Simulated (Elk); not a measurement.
Band structure of Eu2PI (R-3m, 4 atoms in the cell).

```xyz
4
Lattice="2.1983 1.2692 7.6130 -2.1983 1.2692 7.6130 0.0000 -2.5384 7.6130" Properties=species:S:1:pos:R:3 pbc="T T T"
Eu     0.0000     0.0000    17.5246
Eu     0.0000     0.0000     5.3145
P      0.0000     0.0000    11.4195
I      0.0000     0.0000     0.0000
```
Moments meant for the start (each program seeds them in its own way; μB, in the order of the atoms Eu Eu P I): 7.0 7.0 0.0 0.0.

Method of the run: PBEsol, all-electron FP-LAPW, Elk's shipped species files, default APW+lo basis run with Elk.

Settings: xctype = 22; spinpol = true; rgkmax = 7; stype = 0; swidth = 0.00999582 Ha; ngridk = 5 5 5; reducebf = 0.7; nempty = 10 per atom; bfcmt = [[0.0, 0.0, -1.75], [0.0, 0.0, -1.75], [0.0, 0.0, 0.0], [0.0, 0.0, 0.0]].

The starting cell comes from a database of computed structures (which also holds hypothetical and non-ambient phases and stackings), without a prior relaxation at this level. Its lattice was rescaled by a random factor within 2.5 % of one. Spin-orbit coupling is off. The magnetic order is the one reached from the typed start; others were not searched systematically. With U or open f shells several self-consistent states can exist. The f electrons are in the valence without U or exact exchange, which can misplace them near the Fermi level. Spin-orbit terms, which matter for f shells, are left out. Values depend on the basis (sphere radii, cutoffs, local orbitals), which need not be converged.

Levels in eV from the Fermi level, bands 32 to 39 of the first spin channel:
```csv
point,32,33,34,35,36,37,38,39
B,-0.43,-0.43,-0.43,-0.35,1.14,1.17,2.28,2.32
Z,-0.39,-0.39,-0.39,-0.39,1.00,1.45,1.45,1.80
Γ,-0.42,-0.31,-0.17,-0.17,0.79,1.10,1.10,1.22
X,-0.43,-0.43,-0.43,-0.36,1.11,1.34,2.08,2.40
```

No band crosses the Fermi level by more than 0.03 eV along this path.

The net moment of the cell came out as 13.97 μB.
